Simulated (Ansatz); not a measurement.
The starting structures come from a database of crystals and need not be the phases stable at ambient conditions.

 Where the default PAW files enter, the runs use the earlier of Ansatz's two default sets.

Inside the gap of an insulator the Bloch states are evanescent, with a wavenumber k + iκ along the transport direction.

```
MgB4
1.0
    4.37815     0.00000     0.00000
    0.00000     7.41297     0.00000
    0.00000     0.00000     5.46948
Mg B
4 16
Cartesian
  1.09454   2.67556   2.48205
  3.28361   4.73741   2.98743
  3.28361   6.38205   0.25269
  1.09454   1.03092   5.21679
  1.09454   6.28094   4.25728
  3.28361   1.13203   1.21220
  3.28361   2.57445   3.94694
  1.09454   4.83852   1.52254
  1.09454   4.79916   5.17911
  3.28361   2.61381   0.29037
  3.28361   1.09267   3.02511
  1.09454   6.32030   2.44437
  0.25393   0.46583   2.00675
  4.12422   6.94714   3.46273
  4.12422   4.17232   0.72799
  0.25393   3.24065   4.74149
  1.93514   3.24065   4.74149
  2.44301   4.17232   0.72799
  2.44301   6.94714   3.46273
  1.93514   0.46583   2.00675
```

Space group of this cell: Pnma. The cell is taken as given.

Transport runs along the normal of the first two printed cell vectors.

The gap is the functional's own. No spin-orbit coupling. Mid-gap values are interpolated on the energy grid.

**Question.** Compute, with r2SCAN run with Ansatz (a quantum-chemistry and plane-wave program), the band gap and the smallest decay constant κ at mid-gap.

**Answer.** Gap 0.47 eV on a 8×4×6 mesh; κ = 0.074 1/Å, at the zone centre.
